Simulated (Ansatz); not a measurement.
Effect of pressure −1 GPa on hypothetical P4_32_12 C

Consider C (space group P4_32_12, No. 96; a = 3.7826 Å, c = 4.6484 Å; a hypothetical phase, not in the database extracts checked).

The change: a negative pressure, −1 GPa.

All numbers come from plane-wave PAW DFT at the PBEsol level (Ansatz, a program for electronic structure, 420 eV), spin-orbit coupling left out. k-mesh 7×7×6 (Γ-centred); smearing 0.05 eV (Fermi–Dirac).

- Density = 3.59 g/cm³ (base 3.60 g/cm³)
- Lattice parameter a = 3.785 Å (base 3.783 Å)
- c/a ratio = 1.229 (base 1.229)
- Shortest interatomic distance = 1.566 Å (base 1.564 Å)
- Band gap = 4.90 eV (an upper bound: an edge found on the path is not a true extremum; both cells) (base 4.90 eV)

Load acts through the strain it causes; cell and atoms are relaxed under it. Stability against distortions was not tested.
